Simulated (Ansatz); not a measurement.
The reference is NiSi2 (space group Fm-3m, No. 225; a = 5.387 Å; non-magnetic).

Level of theory: plane-wave PAW DFT at the r2SCAN level (Ansatz, an electronic-structure program, 500 eV), without spin-orbit coupling.

Before the change:

* **Lattice parameter a**: 5.387 Å
* **Band gap**: zero

One thing is altered: a hydrostatic pressure of 7 GPa.

### Question
What happens to the lattice parameter a and band gap?

### Answer
The lattice parameter a shrinks by 0.070 Å to 5.317 Å; the band gap remains zero.

Load acts through the strain it causes; cell and atoms are relaxed under it. Stability against distortions was not tested. No other phases were tried under pressure. Starting moments died away, wholly or in part, for the base; another magnetic solution may exist. All final runs are without spin polarisation.
